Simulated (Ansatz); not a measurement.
LuI3 (model structure, started from the ReO3 type, Pm-3m, No. 221, 4 atoms in the cell)

Level of theory: HSE06+SOC (PAW; Ansatz, an electronic-structure program).

Settings: plane-wave cutoff 460 eV, 4×4×4 k mesh, Fermi–Dirac smearing 0.01 eV, PAW data made under PBE.

Cell (relaxed with PBEsol):

```cif
data_I3Lu
_chemical_formula_sum 'Lu1 I3'
_space_group_name_H-M_alt 'Pm-3m'
_space_group_IT_number 221
_space_group_name_Hall '-P 4 2 3'
_cell_length_a 5.84354
_cell_length_b 5.84354
_cell_length_c 5.84354
_cell_angle_alpha 90.000
_cell_angle_beta 90.000
_cell_angle_gamma 90.000
loop_
_atom_site_label
_atom_site_type_symbol
_atom_site_symmetry_multiplicity
_atom_site_Wyckoff_symbol
_atom_site_fract_x
_atom_site_fract_y
_atom_site_fract_z
_atom_site_occupancy
Lu1 Lu 1 a 0.00000 0.00000 0.00000 1
I1 I 3 d 0.00000 0.00000 0.50000 1
```

```
Property                                                                      Value
-------------------------------------------  --------------------------------------
band gap                                     2.91 eV (on the SCF k mesh) (indirect)
smallest direct gap on the k points sampled                                 3.26 eV
```

Note: the relaxation could raise the start's symmetry but not lower it, so the cell can be a saddle point; cell and atoms aren't relaxed at this level (pressure 1.1 GPa).

The computed numbers hold no vibrational or temperature effects.

The result took about 30 core-minutes (a rough figure).

A model structure was made by putting elements into a prototype or built by hand; it is no filed structure, need not be a known phase, and can be a saddle point held by its symmetry.
